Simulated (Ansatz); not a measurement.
The parent structure is Y in the hcp (Mg type) structure (space group P6_3/mmc, No. 194; a = 3.5943 Å, c = 5.6099 Å; relaxed with 0.1 eV smearing).

Computed with PBEsol (Ansatz, an electronic-structure program, PAW, spin-orbit coupling left out).

Before the change:

The pressure comes out as 0.0 GPa. The band gap is zero.

Now apply this change: an isotropic linear strain of −2.50 %; the atoms relax in the strained cell.

### Question
How does this affect the energy relative to the base, pressure and band gap?

### Answer
The energy grows by 24 meV/atom; the pressure (mean of the normal stresses, compression positive) goes from zero to 3.6 GPa; the band gap stays zero.

No phonon test of stability was made. All final runs are without spin polarisation.
